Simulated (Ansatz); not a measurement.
Input:

```
CELL_PARAMETERS angstrom
      0.00000     2.69787     2.69787
      2.69787     0.00000     2.69787
      2.69787     2.69787     0.00000
ATOMIC_POSITIONS crystal
  Tl 0.00000 0.00000 0.00000
  O  0.25000 0.25000 0.25000
  O  0.75000 0.75000 0.75000
```

Spin-polarised, with starting moments of sign Tl0 O+ O+.

Calculations: r2SCAN (Ansatz, a first-principles code, PAW, no spin-orbit coupling). k-mesh 15×15×15 (Γ-centred); smearing 0.05 eV (Fermi–Dirac).

**Question.** Predict the largest site moment, band gap and space group.

**Answer.** 
```json
{
  "largest_site_moment": "0.53 μB",
  "band_gap": "zero",
  "space_group": "Fm-3m (No. 225)"
}
```

The magnetic state is the one reached from the starting moments; the real material's order can differ, and small cells can't hold many antiferromagnetic ones. No phonon test of stability was made. The cell was made from ZrO2 by this change: Zr → Tl; the result is a hypothetical phase, not in the database extracts checked.
